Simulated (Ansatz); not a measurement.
Worked example: self-consistent single point of TiO₂ (I4_1/amd, 6 atoms in the cell) in Ansatz (a quantum-chemistry and plane-wave program).

Method: PBE (plane waves, PAW; Ansatz).

The change in words: lattice scaled by 0.98. Reference geometry:
```xyz
6
Lattice="-1.9094 1.9094 4.8537 1.9094 -1.9094 4.8537 1.9094 1.9094 -4.8537" Properties=species:S:1:pos:R:3 pbc="T T T"
Ti     0.0000     0.0000     0.0000
Ti     0.0000     1.9094     2.4268
O      0.0000     1.9094     4.4377
O      0.0000     0.0000     2.0109
O      0.0000     0.0000     7.6965
O      0.0000     1.9094     0.4160
```

Reference input (self-consistent single point, DFT, PBE, plane waves, default PAW files): kpoints.mp_grid.grid = 8 8 8; hamiltonian.xc = pbe; hamiltonian.pseudopotentials = {kind: paw} (the program's default PAW files); scf.occupations.method = fermi_dirac; scf.occupations.width = 0.0037 Ry. This run's input differs from it in these lines:

```diff
@@ -2,5 +2,5 @@
   lattice:
-    - [-1.909426, 1.909426, 4.853662]
-    - [1.909426, -1.909426, 4.853662]
-    - [1.909426, 1.909426, -4.853662]
+    - [-1.871237, 1.871237, 4.756589]
+    - [1.871237, -1.871237, 4.756589]
+    - [1.871237, 1.871237, -4.756589]
   atoms:
```

Output, abridged:

```
SCF iter   1: F=—  HF=-7277.390911 eV  |F-HF|=—  |Δ(HF+E_count)|=         —  Δρ=3.80e-3  dr2=4.21e-3  ethr=1.77e-3  ⟨swp⟩=4.9  Hψ=7259  notcnv=0
all-band conjugate gradients solve this SCF's bands
preconditioner: auto → none
SCF iter   2: F=—  HF=-7277.392726 eV  |F-HF|=—  |Δ(HF+E_count)|=   1.81e-3  Δρ=3.15e-3  dr2=5.15e-3  ethr=8.76e-6  ⟨swp⟩=2.8  Hψ=3784  notcnv=0  defer=97
SCF iter   3: F=—  HF=-7277.392224 eV  |F-HF|=—  |Δ(HF+E_count)|=   5.02e-4  Δρ=1.46e-3  dr2=8.45e-4  ethr=8.76e-6  ⟨swp⟩=2.0  Hψ=2853  notcnv=0  defer=97
SCF iter   4: F=—  HF=-7277.392408 eV  |F-HF|=—  |Δ(HF+E_count)|=   1.84e-4  Δρ=4.45e-4  dr2=6.71e-5  ethr=1.76e-6  ⟨swp⟩=2.0  Hψ=2152  notcnv=0  defer=97
SCF iter   5: F=—  HF=-7277.392287 eV  |F-HF|=—  |Δ(HF+E_count)|=   1.21e-4  Δρ=6.33e-5  dr2=9.85e-7  ethr=1.40e-7  ⟨swp⟩=2.0  Hψ=2299  notcnv=0  defer=97
SCF iter   6: F=-7277.392289 eV  HF=-7277.392289 eV  |F-HF|=9.18e-9  |Δ(HF+E_count)|=   1.58e-6  Δρ=6.99e-6  dr2=1.34e-8  ethr=2.08e-10  ⟨swp⟩=6.4  Hψ=8042  notcnv=0
SCF 1 converged in 6 iterations: F = -7277.392289 eV  dr2 = 1.34e-8
Free energy (F): -7277.392289 eV
Internal energy: -7277.392289 eV  (E = F + TS)
E sigma→0 (E₀):  -7277.392289 eV
Fermi energy:    8.770880 eV
--- Forces (eV/Å), atoms counted from 1 ---
  atom   1  Ti    -0.00000000     0.00000000     0.00000000
  atom   2  Ti    -0.00000000     0.00000000     0.00000000
  atom   3  O     -0.00000000     0.00000000     0.23271246
  atom   4  O     -0.00000000    -0.00000000     0.23271246
  atom   5  O     -0.00000000    -0.00000000    -0.23271246
  atom   6  O      0.00000000     0.00000000    -0.23271246
--- Stress (GPa, compression-positive) ---
       10.805867       0.000000      -0.000000
        0.000000      10.805867       0.000000
       -0.000000      -0.000000      11.238044
  P = ⅓ Tr σ = 10.9499 GPa (109.499 kbar)
  The stress holds the Pulay correction. Without it, at fixed plane waves, as pw.x and ABINIT print it: P = 10.2586 GPa
```

The run converged in 6 iterations. Against the reference run the free energy goes up by 16.7 meV/atom, the pressure goes from -2.54 to 10.95 GPa, the largest force goes from 0.104 to 0.233 eV/Å and the gap on the mesh goes from 2.108 to 2.255 eV.

The starting cell comes from a database of computed structures (which also holds hypothetical and non-ambient phases and stackings), without a prior relaxation at this level. Its lattice was rescaled by a random factor within 2.5 % of one. For this run, on top of that: lattice scaled by 0.98. With a pressure of about 11 GPa the cell is away from its equilibrium volume at this level. Ansatz's pressure includes its estimate of the finite-basis (Pulay) stress. Without the estimate this run gives 10.26 GPa.

Keys are those of Ansatz 0.2.
